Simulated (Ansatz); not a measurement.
**What x(Nb) = 0.75, 8 atoms, R-3m does to TaN**

Consider TaN in the rock salt structure (space group Fm-3m, No. 225; a = 4.416 Å).

The other end (x = 1) is NbN in the rock salt structure (space group Fm-3m, No. 225): 10.80 Å³/atom, gap zero.

Modification: Nb replaces 75.0 % of the Ta, ordered in a cell of 8 atoms (starting symmetry R-3m) and fully relaxed.

Computed with PBE (Ansatz, a quantum-chemistry and plane-wave program, PAW, scalar-relativistic without spin-orbit coupling), earlier PAW set. k-mesh 17×17×17 (Γ-centred); smearing 0.05 eV (Fermi–Dirac), for the changed cell.

The volume per atom goes up by 0.038 Å³, from 10.77 Å³ to 10.80 Å³ and the shortest interatomic distance falls by 0.023 Å (2.208 Å → 2.185 Å). The band gap remains zero and the mixing energy is -0.01 eV/atom (to 0.01 eV only: unlike meshes or grids). The deviation of the volume from the linear (Vegard-type) interpolation is +0.1 % and the mean first-shell distances amounts to Ta–N 2.185 Å (end compound 2.208 Å), Nb–N 2.219 Å (end compound 2.211 Å).

Final structure:

```xyz
8
Lattice="1.5643 0.9031 10.1962 -1.5643 0.9031 10.1962 0.0000 -1.8063 10.1962" Properties=species:S:1:pos:R:3 pbc="T T T"
N      0.0000     0.0000    11.4683
N      0.0000     0.0000    19.1204
N      0.0000     0.0000    26.7198
N      0.0000     0.0000     3.8688
Nb     0.0000     0.0000     0.0000
Nb     0.0000     0.0000     7.6513
Ta     0.0000     0.0000    15.2943
Nb     0.0000     0.0000    22.9373
```

Each cell is one ordered arrangement of few atoms, which overstates ordering effects compared with a random alloy. Whether these cells are dynamically stable was not tested. All final runs are without spin polarisation. This is not the structure that TaN has at room temperature and ambient pressure.
